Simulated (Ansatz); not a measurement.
Effect of W → Hf on W

Take W (space group Pm-3n, No. 223; a = 5.033 Å) as the base.

Perturbation: full substitution W → Hf, then cell and atoms are relaxed.

Method: plane-wave PAW DFT at the PBEsol level (Ansatz, a first-principles code, 420 eV), no spin-orbit coupling, earlier PAW set. k-mesh 9×9×9 (Γ-centred); smearing 0.05 eV (Fermi–Dirac).

The volume per atom rises by 5.51 Å³ (15.94 Å³ → 21.45 Å³) and the density shrinks by 5.33 g/cm³ to 13.82 g/cm³. The lattice parameter a increases by 0.524 Å to 5.557 Å and the space group remains Pm-3n (No. 223). The band gap is still zero.

Final structure:

```
CELL_PARAMETERS angstrom
      5.55697     0.00000     0.00000
      0.00000     5.55697     0.00000
      0.00000     0.00000     5.55697
ATOMIC_POSITIONS crystal
  Hf 0.00000 0.00000 0.00000
  Hf 0.50000 0.50000 0.50000
  Hf 0.00000 0.50000 0.25000
  Hf 0.00000 0.50000 0.75000
  Hf 0.25000 0.00000 0.50000
  Hf 0.75000 0.00000 0.50000
  Hf 0.50000 0.75000 0.00000
  Hf 0.50000 0.25000 0.00000
```

Cost of the whole job for the changed cell (relaxation, final SCF and bands): roughly 5 core-minutes.

No phonon test of stability was made. As relaxed here, Hf is a hypothetical phase, not in the database extracts checked. All final runs are without spin polarisation. Hf has a high density of states at the Fermi level and may be magnetic at this level. This is not the structure that W has at room temperature and ambient pressure.
